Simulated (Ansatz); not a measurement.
Take TiB2 (space group P6/mmm, No. 191) as the base.

```
CELL_PARAMETERS angstrom
      2.99392     0.00000     0.00000
     -1.49696     2.59281     0.00000
      0.00000     0.00000     3.15953
ATOMIC_POSITIONS crystal
  Ti 0.00000 0.00000 0.00000
  B  0.66667 0.33333 0.50000
  B  0.33333 0.66667 0.50000
```

Cartesian axes are those of the cell as printed.

The values are results of LDA (Ansatz, an electronic-structure program; PAW; 420 eV plane waves; no SOC), not measurements.

Modification: the cell is scaled by 0.9800 in all directions; the atoms relax in the strained cell.

Problem. Predict the stress tensor and what it implies for the stiffness.

Solution. Stress of the strained cell less that of the base (GPa, compression positive):
```
   20.3     0.0     0.0
    0.0    20.3     0.0
    0.0     0.0    16.8
```

Then B = −ΔP/(ΔV/V₀) with ΔV/V₀ = -0.0588 gives secant stiffness values (nonlinear terms included at this strain): B (at held cell shape, above the free-shape value) ≈ 326 GPa.

As a check, the harmonic strain energy −½ V₀ Δσ:ε is 29 meV/atom; the computed energy rise is 27 meV/atom.

The mesh was chosen for an insulator and is coarse for the gapless case. Stability against distortions was not tested. All final runs are without spin polarisation.
